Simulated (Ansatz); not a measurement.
Defect: O vacancy in monoclinic ZrO2 strained by -1.5 % along x and y, z held, charge state +2. The step: a nearby O atom hops onto the vacant site; the atom moves 2.46 Å along (-0.01, -0.11, -0.45) of the unit cell; the moving atom starts with neighbours O at 2.57, O at 2.62; Zr at 2.04, Zr at 2.06, Zr at 2.22 Å and ends with O at 2.52, O at 2.57; Zr at 2.07, 2 Zr at 2.11 Å. DFT values are from Ansatz (plane-wave PAW, 420 eV unless said) in a cell of 96 host sites, spin-restricted, static, with no finite-size correction. The charge state is imposed; whether it is stable for some Fermi level was not computed. Forms of the defect that were not tried may lie lower. For the PBE band: the saddle point's order was not checked.

```
Level                                                              Forward barrier (eV)  Cost of the band or of the saddle's single point
-----------------------------------------------------------------  --------------------  ------------------------------------------------
CHGNet universal potential (has no charge state), its own band                     0.45                                                 -
PBE, the Γ point alone, band relaxed                                               0.69                    around 16 core-minutes (rough)
PBE, a 2×2×2 k-point mesh shifted by half a step, same geometries                  0.68                       very roughly 3 core-minutes
```

Ansatz is an electronic-structure program.
